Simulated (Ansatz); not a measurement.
The reference is GaCuSe2 in the chalcopyrite structure (space group I-42d, No. 122; a = 5.608 Å, c = 11.098 Å).

Structures relaxed with r2SCAN in Ansatz (plane waves to 500 eV, PAW, without spin-orbit coupling).

Base:

Simulated powder pattern, Cu Kα1, λ = 1.54056 Å (kinematic, ideal powder, no thermal factors, no anomalous dispersion; the 8 strongest lines at most, above 2 %, up to 2θ = 90°):

| 2θ (°) | I/Imax (%) | hkl |
|---|---|---|
| 27.63 | 100 | (112) |
| 45.72 | 25 | (220) |
| 45.98 | 48 | (204) |
| 54.26 | 29 | (312) |
| 54.71 | 14 | (116) |
| 73.99 | 11 | (316) |
| 84.76 | 16 | (424) |
| 85.33 | 7.7 | (228) |

Now apply this change: every lattice vector is shortened by 4.67 %; the atoms relax in the strained cell.

Question: How do the reflections move or split?

Answer: 
Simulated powder pattern, Cu Kα1, λ = 1.54056 Å (kinematic, ideal powder, no thermal factors, no anomalous dispersion; the 8 strongest lines at most, above 2 %, up to 2θ = 90°):

```json
[
 {"2θ (°)": "29.01", "d (Å)": "3.076", "I/Imax (%)": "100", "hkl": "(112)"},
 {"2θ (°)": "48.10", "d (Å)": "1.890", "I/Imax (%)": "24", "hkl": "(220)"},
 {"2θ (°)": "48.37", "d (Å)": "1.880", "I/Imax (%)": "47", "hkl": "(204)"},
 {"2θ (°)": "57.15", "d (Å)": "1.610", "I/Imax (%)": "28", "hkl": "(312)"},
 {"2θ (°)": "57.64", "d (Å)": "1.598", "I/Imax (%)": "14", "hkl": "(116)"},
 {"2θ (°)": "70.38", "d (Å)": "1.337", "I/Imax (%)": "7.3", "hkl": "(400)"},
 {"2θ (°)": "78.28", "d (Å)": "1.220", "I/Imax (%)": "11", "hkl": "(316)"},
 {"2θ (°)": "90.00", "d (Å)": "1.089", "I/Imax (%)": "15", "hkl": "(424)"}
]
```

The indices refer to the base's conventional cell; one index is shown for lines that coincide.

Stability against distortions was not tested. The final runs are not spin-polarised.

Ansatz is an electronic-structure program.
